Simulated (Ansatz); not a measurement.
# Ni on the 1x1 (0001) surface of corundum (cut with top plane Al), one in a 1x1 cell, started at the site 'over Al at depth 1.0 Å'

Host crystal: corundum, with a band gap (PBE, scalar-relativistic without spin-orbit coupling).

Computed with PBE (plane waves to 420 eV, PAW; Ansatz, a program for electronic structure).

Set-up: 21 atoms, 6.7 Å thick at the start under the adsorbate (thin: gaps and levels are the slab's own); mesh 6x6x1; 0.01 eV smearing; dipole correction on; 9 atoms held, the rest relaxed; symmetry of the start imposed; spin-polarised, ending with about 0.7 μB a cell, a value that depends on the mesh; orders that need a larger cell were not tried, no spin-orbit, no U, no dispersion correction. The slab shows no gap over 0.04 eV on its mesh. At the end it is bonded to Al + 3 O. In PBE this state lies 0.54 eV over the lowest of the starts that converged ('hollow Al-O-O-O over O at depth 2.3 Å').

| Property | Result |
|---|---|
| adsorption energy against an atom of fcc Ni, ferromagnetic | 345 kJ/mol |
| work function of the top face | 4.43 eV |
| change of the step from the bottom to the top vacuum level, against the clean slab | 0.66 eV |
| energy released by relaxation | 0.88 eV |
| height of the binding atom over the mean of the host atoms within 0.3 Å of the top one | 0.885 Å |
| nearest host atoms of the binding atom | O at 2.19 Å, O at 2.19 Å, O at 2.19 Å |
| largest move of a host atom | 0.57 Å |
| caution | the clean host was not checked against rearrangement in a larger or rattled cell |
| cost | about 9 core-minutes (a rough figure) |

A negative adsorption energy means that the adsorbate is more stable on the surface than in its reference.
